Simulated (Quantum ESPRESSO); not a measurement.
A self-consistent single point of KMgH3 (P4mm, 5 atoms in the cell) with Quantum ESPRESSO.

Computed with LDA (PZ), GBRV 1.5 ultrasoft (LDA) pseudopotentials (plane waves; Quantum ESPRESSO).

The change in words: 1 x 1 x 1 supercell, one Mg atom moved by 0.02 angstrom along z; occupations: fixed → smearing; nbnd: 17 → default; smearing: default → fermi-dirac; degauss: default → 0.0036749 Ry. Reference geometry:
```
KMgH3
1.0
    3.96816     0.00000     0.00000
    0.00000     3.96816     0.00000
    0.00000     0.00000     3.96816
K Mg H
1 1 3
Direct
  0.00000   0.00000   0.00000
  0.50000   0.50000   0.50000
  0.50000   0.00000   0.50000
  0.00000   0.50000   0.50000
  0.50000   0.50000   0.00000
```

Reference input (self-consistent single point, DFT, LDA (PZ), plane waves, GBRV 1.5 ultrasoft (LDA) pseudopotentials): ecutwfc = 40 Ry; ecutrho = 200 Ry; occupations = fixed; potentials = {K: k_lda_v1.4.uspp.F.UPF, Mg: mg_lda_v1.4.uspp.F.UPF, H: h_lda_v1.4.uspp.F.UPF}; K_POINTS = automatic 6 6 6 0 0 0; nbnd = 17; conv_thr = 1e-09 Ry; mixing_beta = 0.4. This run's input differs from it in these lines:

```diff
@@ -14,4 +14,5 @@
  ecutrho = 200
- occupations = 'fixed'
- nbnd = 17
+ occupations = 'smearing'
+ smearing = 'fermi-dirac'
+ degauss = 0.0036749
 /
@@ -31,3 +32,3 @@
 K     0.00000000    0.00000000    0.00000000
-Mg    1.98408000    1.98408000    1.98408000
+Mg    1.98408000    1.98408000    2.00407953
 H     1.98408000    0.00000000    1.98408000
```

Log, with long lists cut:

```
     Self-consistent Calculation

     iteration #  1     ecut=    40.00 Ry     beta= 0.40

     total energy              =    -185.54061608 Ry
     estimated scf accuracy    <       0.65984636 Ry

     iteration #  2     ecut=    40.00 Ry     beta= 0.40

     total energy              =    -185.56563980 Ry
     estimated scf accuracy    <       0.08265153 Ry

     iteration #  3     ecut=    40.00 Ry     beta= 0.40

     total energy              =    -185.58627021 Ry
     estimated scf accuracy    <       0.00277656 Ry

   [... 6 blocks of this kind left out ...]

     iteration # 10     ecut=    40.00 Ry     beta= 0.40

     total energy              =    -185.58764449 Ry
     estimated scf accuracy    <          2.0E-09 Ry

     iteration # 11     ecut=    40.00 Ry     beta= 0.40
     End of self-consistent calculation

     the Fermi energy is     4.2707 ev

!    total energy              =    -185.58764449 Ry
     estimated scf accuracy    <          1.1E-10 Ry
     smearing contrib. (-TS)   =      -0.00000000 Ry
     internal energy E=F+TS    =    -185.58764449 Ry

     convergence has been achieved in  11 iterations

     Forces acting on atoms (cartesian axes, Ry/au):

     atom    1 type  1   force =     0.00000000    0.00000000    0.00088622
     atom    2 type  2   force =     0.00000000    0.00000000   -0.00376082
     atom    3 type  3   force =     0.00000000    0.00000000    0.00035018
     atom    4 type  3   force =     0.00000000    0.00000000    0.00035018
     atom    5 type  3   force =     0.00000000    0.00000000    0.00217424

     Total force =     0.004461     Total SCF correction =     0.000006

          total   stress  (Ry/bohr**3)                   (kbar)     P=      -22.30
  -0.00015204   0.00000000   0.00000000          -22.37        0.00        0.00
   0.00000000  -0.00015204   0.00000000            0.00      -22.37        0.00
   0.00000000   0.00000000  -0.00015072            0.00        0.00      -22.17

   JOB DONE.
```

The run converged in 11 iterations. Against the reference run the free energy stays essentially unchanged (within 1 meV/atom), the pressure hardly changes (-2.24 to -2.23 GPa), the largest force goes from 0.000 to 0.097 eV/Å and the gap on the mesh stays at 2.194 eV. The full log also holds: “c_bands:  1 eigenvalues not converged”.

The starting cell comes from a database of computed structures (which also holds hypothetical and non-ambient phases and stackings), without a prior relaxation at this level. Its lattice was rescaled by up to half a per cent. For this run, on top of that: 1 x 1 x 1 supercell, one Mg atom moved by 0.02 angstrom along z.

Cost on one core of a shared machine: roughly 40 s.
